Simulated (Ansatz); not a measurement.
GaP (F-43m), r2SCAN with spin-orbit coupling, rigid bands in Ansatz (a first-principles code): N_c = 3.74e19 cm⁻³ at 300 K and an electron conductivity mass of 0.338 mₑ.

**Question.** For 1e17 electrons per cm³ at 300 K, place the Fermi level, estimate the Seebeck coefficient of a parabolic band with constant τ, and give mobility and conductivity for τ = 5 fs.

**Answer.** The level lies k_BT ln(N_c/n) = 0.153 eV below the conduction-band minimum. S ≈ −(k_B/e)[ln(N_c/n) + 5/2] = -726 μV/K, against -722 μV/K from the full bands (mean over directions). μ = eτ/m = 26.0 cm²/(V·s) and σ = neμ = 0.417 S/cm. τ is assumed, not computed.

Band transport and this doping are assumed; polarons and phonon drag are left out.
